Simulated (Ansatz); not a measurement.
Base system: InAs in the zinc blende structure (space group F-43m, No. 216; a = 6.108 Å).

Level of theory: Ansatz (a first-principles code) r2SCAN, no spin-orbit coupling, earlier PAW set.

For the base:

| Item | Value |
|---|---|
| Band gap | 0.08 eV |
| Volume per atom | 28.49 Å³ |

It is then changed as follows: full substitution As → Se; the structure is relaxed again.

### Question
Predict the new band gap and volume per atom.

### Answer
The band gap goes from 0.08 eV to zero; the volume per atom grows by 6.07 Å³ (28.49 Å³ → 34.56 Å³).

Stability against distortions was not tested. As relaxed here, InSe is a hypothetical phase, not in the database extracts checked. The final runs are not spin-polarised. An odd electron count without spin: InSe. The zero or small gap of InAs can change with the level of theory.
